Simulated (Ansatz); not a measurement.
An Ansatz (an electronic-structure program) run: BaZrO3 with a change (pressure −2 GPa); Ansatz, PBEsol, PAW, cutoff 420 eV, no SOC.

Input:

Ansatz 0.2 input:
```yaml
crystal:
  lattice:
    - [-2.9551908435, 2.9551908435, 4.198160152]
    - [2.9551908435, -2.9551908435, 4.198160152]
    - [2.9551908435, 2.9551908435, -4.198160152]
  atoms:
    - { symbol: Ba, position: [0.75, 0.25, 0.5] }
    - { symbol: Ba, position: [0.25, 0.75, 0.5] }
    - { symbol: Zr, position: [0, 0, 0] }
    - { symbol: Zr, position: [0.5, 0.5, 0] }
    - { symbol: O, position: [0.75, 0.75, 0] }
    - { symbol: O, position: [0.25, 0.25, 0] }
    - { symbol: O, position: [0.226741195, 0.726741195, 0.9534823901] }
    - { symbol: O, position: [0.773258805, 0.273258805, 0.0465176099] }
    - { symbol: O, position: [0.726741195, 0.773258805, 0.5] }
    - { symbol: O, position: [0.273258805, 0.226741195, 0.5] }
basis: { ecutwfc: 420, ecutrho_ratio: 4, xc_grid: 2, fft_grid_basis: typed }
kpoints: { mp_grid: { grid: [8, 8, 8] } }
hamiltonian:
  xc: pbesol
  dispersion: none
  pseudopotentials: { kind: paw }
scf: { occupations: { method: fermi_dirac, width: 0.05 } }
relax: { f_tol: 0.01, max_steps: 60, cell: { stress_tol: 0.02, p_target: -2.0 } }
output: { forces: true, stress: true }
checkpoint: { write: state.ck, write_every: 1000 }
```

Output (explanatory and most iteration lines left out):

```
Relaxation: its limit of steps is 60 (relax.max_steps)
Pseudopotential: Ba, paw, valence charge 10
Pseudopotential: Zr, paw, valence charge 12
Pseudopotential: O, paw, valence charge 6
Crystal: 10 atoms, lattice volume = 146.653 Å³
Basis set: ecut = 420 eV, 2855 PW (Γ), exchange–correlation on 80×80×80 points (8 copies of the dense FFT grid, shifted against one another)
Bands: 50, of which v1, the nominal top of the filled ones, is band 40 counted from 1 (39 counted from 0)
Symmetry: 16 space group operations
Space group: I4/mcm (ITA 140), of the structure as read, at distance tolerance 5.3e-5 Å
k-points: 59 of 512
Functional: x = pbesol(κ = 0.804, μ = 0.12345679012345678), c = pbesol(β = 0.046)
SCF iter   1: F=—  HF=-23366.075018 eV  |F-HF|=—  |Δ(HF+E_count)|=         —  Δρ=1.59e-2  dr2=3.21e-1  ethr=1.77e-3  ⟨swp⟩=9.2  Hψ=14363  notcnv=0  defer=26
SCF iter   2: F=—  HF=-23366.001339 eV  |F-HF|=—  |Δ(HF+E_count)|=   7.37e-2  Δρ=4.89e-3  dr2=2.37e-2  ethr=4.01e-4  ⟨swp⟩=2.7  Hψ=5690  notcnv=0  defer=191
SCF 1 converged in 7 iterations: F = -23365.995957 eV  dr2 = 9.96e-8
relax step   1: F+E_penalty+E_count = -23365.99595660 eV  Δ(F+E_penalty+E_count) = +0.000e0 eV  max|allowed force component| = 2.078e-3 eV/Å  Δτ_max = 0.0000 Å  P = -1.001 GPa  Ω = 146.653 Å³  (7 SCF iters, dr2 threshold 1.00e-7 eV, accepted)
[... steps on the carried basis left out ...]
relax step   7: F+E_penalty+E_count = -23365.98697182 eV  Δ(F+E_penalty+E_count) = -2.055e-4 eV  max|allowed force component| = 6.643e-4 eV/Å  Δτ_max = 0.0000 Å  P = -1.995 GPa  Ω = 147.646 Å³  stress off target by 5.12e-3 GPa  SCF on the basis re-selected at this cell (its energy is not comparable with the rows above)  (5 SCF iters)
SCF converged after 5 iterations
Free energy (F): -23365.986972 eV
Internal energy: -23365.986972 eV  (E = F + TS)
E sigma→0 (E₀):  -23365.986972 eV
Fermi energy:    11.239305 eV
--- Forces (eV/Å), atoms counted from 1 ---
  atom   1  Ba    -0.00000000     0.00000000     0.00000000
  atom   2  Ba    -0.00000000    -0.00000000     0.00000000
  atom   3  Zr     0.00000000     0.00000000     0.00000000
  atom   4  Zr     0.00000000     0.00000000     0.00000000
  atom   5  O     -0.00000000    -0.00000000     0.00000000
  atom   6  O     -0.00000000     0.00000000     0.00000000
  atom   7  O      0.00066430     0.00066430     0.00000000
  atom   8  O     -0.00066430    -0.00066430     0.00000000
  atom   9  O     -0.00066430     0.00066430     0.00000000
  atom  10  O      0.00066430    -0.00066430     0.00000000
--- Stress (GPa, compression-positive) ---
       -1.995161       0.000000       0.000000
        0.000000      -1.995161       0.000000
        0.000000      -0.000000      -1.994880
  P = ⅓ Tr σ = -1.9951 GPa (-19.951 kbar)
--- Relaxed structure (5 steps of the walk, 5 accepted, 2 SCFs on fresh bases) ---
  cell:  # Å, volume = 147.6456 Å³
    - [-2.962627273897466, 2.962627273897466, 4.205392615382729]
    - [2.962627273897466, -2.962627273897466, 4.205392615382729]
    - [2.962627273897466, 2.962627273897466, -4.205392615382729]
  atoms:
    - { symbol: Ba, position: [0.75, 0.25000000000000006, 0.5] }
    - { symbol: Ba, position: [0.25000000000000006, 0.75, 0.5] }
    - { symbol: Zr, position: [-2.293003713427937e-22, -5.732509283566424e-23, -2.8662546417846633e-22] }
    - { symbol: Zr, position: [0.5, 0.5, -2.866254641784638e-22] }
    - { symbol: O, position: [0.75, 0.75, -2.8662546417838245e-22] }
    - { symbol: O, position: [0.25, 0.25, -2.866254641784557e-22] }
    - { symbol: O, position: [0.2285825671291654, 0.7285825671291654, 0.9571651342583307] }
    - { symbol: O, position: [0.7714174328708346, 0.27141743287083464, 0.042834865741669254] }
    - { symbol: O, position: [0.7285825671291654, 0.7714174328708348, 0.5] }
    - { symbol: O, position: [0.27141743287083464, 0.2285825671291654, 0.5] }
```

Load acts through the strain it causes; cell and atoms are relaxed under it. Whether these cells are dynamically stable was not tested. The cell was made from BaZrO3 (space group I4/mcm, No. 140; a cell from a computed database, its experimental status unchecked) by this change: pressure −2 GPa.
